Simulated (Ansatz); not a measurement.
Band structure of Mg (P6_3/mmc, 4 atoms in the cell).

```
Mg
1.0
    3.22353     0.00000     0.00000
   -1.61176     2.79166     0.00000
    0.00000     0.00000    10.47055
Mg
4
Direct
  0.00000   0.00000   0.00000
  0.00000   0.00000   0.50000
  0.33333   0.66667   0.25000
  0.66667   0.33333   0.75000
```

Computed with PBE, PAW files (plane waves; Ansatz, a quantum-chemistry and plane-wave program).

Settings: basis.ecutwfc = 420 eV; kpoints.mp_grid.grid = 8 8 3; hamiltonian.xc = pbe; hamiltonian.pseudopotentials = {kind: paw} (the program's default PAW files); scf.occupations.method = gaussian; scf.occupations.width = 0.1 eV; kpoints.band_path.npoints = 8.

The starting cell comes from a database of computed structures (which also holds hypothetical and non-ambient phases and stackings), without a prior relaxation at this level. Its lattice was rescaled by a random factor within 2.5 % of one.

Levels in eV from the Fermi level, bands 17 to 23:
| point | 17 | 18 | 19 | 20 | 21 | 22 | 23 |
|---|---|---|---|---|---|---|---|
| Γ | -6.86 | -5.49 | -5.49 | -1.68 | -1.28 | 4.90 | 4.91 |
| M | -2.14 | -2.13 | -1.07 | -1.07 | -0.55 | -0.53 | 2.68 |
| K | -0.63 | -0.62 | -0.62 | 0.17 | 0.39 | 0.39 | 0.98 |
| A | -6.52 | -6.52 | -3.81 | -3.81 | 1.44 | 1.44 | 8.83 |
| L | -1.86 | -1.86 | -1.77 | -1.77 | 0.62 | 0.62 | 1.07 |
| H | -0.39 | -0.39 | -0.34 | -0.34 | -0.22 | -0.22 | 1.90 |

Bands cross the Fermi level along this path, so the cell is metallic at this level.

Keys are those of Ansatz 0.2.
